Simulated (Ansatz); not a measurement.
System: PbS (model structure, started from the zincblende type, F-43m, No. 216, 2 atoms in the cell). Method: HSE06+SOC in Ansatz (PAW).

Settings: plane-wave cutoff 460 eV, 6×6×6 k mesh, Fermi–Dirac smearing 0.01 eV, PAW data made under PBE.

Cell (relaxed with PBEsol):

```yaml
crystal:
  lattice:
    - [0.00000, 3.27151, 3.27151]
    - [3.27151, 0.00000, 3.27151]
    - [3.27151, 3.27151, 0.00000]
  atoms:
    - { symbol: S, position: [0.75000, 0.75000, 0.75000] }
    - { symbol: Pb, position: [0.00000, 0.00000, 0.00000] }
```

Q: Give the computed band gap, smallest direct gap on the k points sampled and Γ–Γ gap.

A: 
* **band gap**: 1.07 eV (indirect)
* **smallest direct gap on the k points sampled**: 1.64 eV
* **Γ–Γ gap**: 3.87 eV

Note: the relaxation could raise the start's symmetry but not lower it, so the cell can be a saddle point; cell and atoms aren't relaxed at this level (pressure 1.1 GPa).

Static lattice: no zero-point or thermal effects.

A model structure was made by putting elements into a prototype or built by hand; it is no filed structure, need not be a known phase, and can be a saddle point held by its symmetry.

Ansatz is a quantum-chemistry and plane-wave program.
